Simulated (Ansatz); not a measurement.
tetragonal MoSi2 (1 1 0) on silicon (1 1 1) (film strained to the substrate, started from cuts of the bulks and a machine-learned relaxation; slabs Si40 and Mo12Si24, which can lie off the formulas)

A periodic stack without vacuum, tetragonal MoSi2 (1 1 0) on silicon (1 1 1) (film strained to the substrate, started from cuts of the bulks and a machine-learned relaxation; slabs Si40 and Mo12Si24, which can lie off the formulas): substrate slab Si40, film Mo12Si24, surface cells [[0, -2], [2, -2]] and [[2, 1], [1, 2]], film strained by -1.8 and -1.7 %, outermost planes Si/Si and MoSi/MoSi as cut, which need not be the usual terminations and can put a slab off its formula.

The start was prepared with a machine-learned potential, and the result is one local minimum, with the in-plane cell held and forces under 0.04 eV/Å; the film can end far from its bulk form.

Level of theory: PBE (plane waves to 420 eV, PAW; Ansatz, a program for electronic structure). Spin–orbit coupling is left out; the runs are not spin-polarised; PBE gaps are too small against experiment. Its k-point mesh 4×4×1, Fermi–Dirac width 0.05 eV.

- interface area: 51.8 Å²
- period: 25.54 Å
- heights between the nearest atoms of the two slabs at the two interfaces: 1.71 and 1.63 Å
- Si–Si contacts across the interfaces within 1.22 times the sum of covalent radii: 15, mean 2.45 Å
- Mo–Si contacts across the interfaces within 1.22 times the sum of covalent radii: 13, mean 2.81 Å

```xyz
76
Lattice="7.7353 -0.0003 0.0805 3.8677 6.6992 0.0675 -3.2784 0.6682 25.5122" Properties=species:S:1:pos:R:3 pbc="T T T"
Si     1.2270     0.1945     0.9093
Si     6.6184     0.9644     1.0662
Si     3.9040     4.3608     1.1084
Si     9.2519     4.9846     1.0130
Si     2.2553     0.8803     3.0630
Si     6.2569     1.0459     3.3673
Si     4.3495     4.3108     3.3988
Si     8.3175     4.4398     3.2082
Si    10.1760     5.4977     4.2276
Si     6.3195     5.4304     4.0724
Si     8.2187     2.1820     4.0316
Si     4.2050     2.0285     3.9515
Si     2.4085     5.4690     6.4891
Si     6.2821     5.4360     6.4494
Si     0.4762     2.1322     6.3365
Si     4.2814     2.0568     6.3393
Si     6.2206     3.1818     7.1684
Si     2.4028     3.2082     7.1839
Si     8.1820     6.5670     7.2907
Si     4.3493     6.5939     7.2224
Si     6.2050     3.1935     9.5518
Si     2.3896     3.1818     9.5397
Si     8.1505     6.5655     9.6475
Si     4.3031     6.5795     9.6037
Si     2.3515     0.9698    10.3903
Si     6.2081     0.9780    10.3982
Si     4.2877     4.3338    10.3658
Si     8.1665     4.2950    10.2989
Si     2.3191     0.9282    12.7678
Si     6.1680     0.9775    12.7878
Si     4.2679     4.3296    12.7510
Si     8.1540     4.2802    12.6371
Si     2.2908     5.4183    13.4856
Si     6.2560     5.3568    13.5159
Si     0.3776     2.0879    13.4674
Si     4.2143     2.1044    13.5401
Si     1.7451     5.3209    15.7820
Si     6.9269     4.9775    15.7488
Si     0.1221     2.5345    15.7791
Si     4.0913     2.2050    15.8994
Mo     5.9205     5.5763    17.9471
Mo     5.9334     1.0929    17.6236
Mo     2.0405     3.3584    17.6031
Mo     5.8684     3.3175    20.0579
Mo     2.0239     5.5641    19.9708
Mo     2.0159     1.1198    19.9737
Mo    -1.8636     1.0837    22.1946
Mo     1.9875     3.3288    22.3144
Mo     5.8395     5.5541    22.3176
Mo     1.9433     5.6178    24.5364
Mo     1.9894     1.0121    24.5300
Mo     5.8182     3.3135    24.5685
Si     8.4135     5.6152    17.9256
Si     0.7827     1.0148    17.5862
Si     4.6475     3.4965    17.6935
Si     3.2525     1.0008    17.6469
Si     7.1625     3.4031    17.9189
Si     3.3668     5.5959    17.6799
Si     0.7560     3.3209    20.0070
Si     4.5738     5.5674    20.0608
Si     4.6097     1.1174    19.9383
Si     7.1529     5.5655    20.1206
Si    -0.5678     1.1157    19.8771
Si     3.2898     3.3204    19.9705
Si     0.7050     1.1008    22.2335
Si     4.5600     3.3188    22.3699
Si     0.7450     5.5548    22.2522
Si    -0.5879     3.3164    22.3141
Si     3.2683     5.5491    22.2968
Si     3.2410     1.0964    22.2389
Si     4.5015     5.5338    24.5779
Si     4.4921     1.1058    24.3673
Si     0.6832     3.2599    24.8278
Si    -0.5788     1.1106    24.4804
Si     3.2329     3.3816    24.8032
Si     7.1836     5.5073    24.4374
```
